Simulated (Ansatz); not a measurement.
Some atoms of an NVE trajectory of composition Si15P, cell Si60P4, held well above this temperature first, at a temperature that wasn't checked against the liquidus, so perhaps supercooled [in the run: it was liquid; mean temperature 1708 K (target 1670 K); density 2.51 g/cm³; mean pressure 0.5 GPa against a target of 0]; time step 2.0 fs, velocity Verlet. The numbers are results of PBE (plane waves, PAW; Ansatz, a first-principles code), not measurements. On the run's last frame a denser k-mesh moved the forces by 0.104 eV/Å rms, the static pressure by 0.11 GPa and the free energy by 12 meV/atom, which is about how far such values are converged.

| atom | mass (u) | x y z (Å) | v (Å/fs) | F (eV/Å) |
|---|---|---|---|---|
| Si1 | 28.085 | 1.99704 6.80772 24.22496 | -0.006120 -0.019523 0.001866 | -0.2924 0.2889 -1.5903 |
| Si10 | 28.085 | 8.14551 2.02943 -2.42432 | -0.010491 -0.000115 0.010446 | -0.5559 0.2201 -0.9593 |
| Si19 | 28.085 | 1.97777 4.94373 -2.62102 | 0.014010 0.011943 0.000407 | 0.4737 0.3587 0.1138 |
| Si20 | 28.085 | 8.61593 -0.18896 8.48045 | 0.013088 0.001610 -0.008301 | -0.0277 0.7159 -1.6999 |
| Si29 | 28.085 | 3.14279 6.93503 10.49655 | 0.010579 0.001446 0.013572 | 0.1126 -0.3169 -0.4697 |
| Si31 | 28.085 | 18.06473 1.56441 12.81567 | 0.003932 -0.007411 -0.000322 | -1.0078 0.2430 -2.5292 |
| Si34 | 28.085 | 1.07647 5.77407 5.46108 | -0.002697 0.004780 -0.009435 | -0.2424 -0.4209 1.0392 |
| Si37 | 28.085 | 5.48890 -7.28426 13.28472 | -0.000883 -0.003234 -0.006577 | 2.3935 -1.0026 0.0811 |

Question: Give their positions one step later.

Answer: x' = x + vΔt + FΔt²/(2m), with 1 eV/(Å·u) = 0.0096485 Å/fs².
```tsv
atom	x' y' z' (Å)
Si1	1.98460 6.76887 24.22760
Si10	8.12415 2.02935 -2.40409
Si19	2.00612 4.96786 -2.62013
Si20	8.64209 -0.18524 8.46268
Si29	3.16403 6.93770 10.52337
Si31	18.07190 1.54975 12.81329
Si34	1.07091 5.78334 5.44292
Si37	5.48878 -7.29142 13.27162
```
